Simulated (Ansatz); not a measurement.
Results of PBEsol (Ansatz, a quantum-chemistry and plane-wave program, PAW) for BeS (model structure, started from the BN type, Pm-3n, No. 223, 12 atoms in the cell).

Settings: plane-wave cutoff 520 eV, 6×6×6 k mesh, Fermi–Dirac smearing 0.01 eV, scalar-relativistic PAW data made under PBE.

The cell is the one relaxed with PBEsol. Conventional cell: a = 5.9648 Å, b = 5.9648 Å, c = 5.9648 Å, α = 90.00°, β = 90.00°, γ = 90.00°.

```
CELL_PARAMETERS angstrom
      5.96478     0.00000     0.00000
      0.00000     5.96478     0.00000
      0.00000     0.00000     5.96478
ATOMIC_POSITIONS crystal
  Be 0.25000 0.00000 0.50000
  Be 0.50000 0.25000 0.00000
  Be 0.50000 0.75000 0.00000
  Be 0.75000 0.00000 0.50000
  Be 0.00000 0.50000 0.75000
  Be 0.00000 0.50000 0.25000
  S  0.25000 0.50000 0.00000
  S  0.00000 0.25000 0.50000
  S  0.00000 0.75000 0.50000
  S  0.75000 0.50000 0.00000
  S  0.50000 0.00000 0.75000
  S  0.50000 0.00000 0.25000
```

**Question.** List the 34 lowest band energies at Γ above −25 eV (eV, relative to the valence band maximum), grouping those that round alike.

**Answer.** At Γ: -13.71, -12.81 (×2), -11.46 (×3), -6.16 (×2), -5.80, -4.68 (×3), -2.84 (×3), -2.15 (×3), -1.87 (×3), 0.00 (×3), 3.70 (×3), 4.09, 4.41 (×3), 5.03, 5.91 (×2).

Note: the relaxation could raise the start's symmetry but not lower it, so the cell can be a saddle point.

A model structure was made by putting elements into a prototype or built by hand; it is no filed structure, need not be a known phase, and can be a saddle point held by its symmetry.
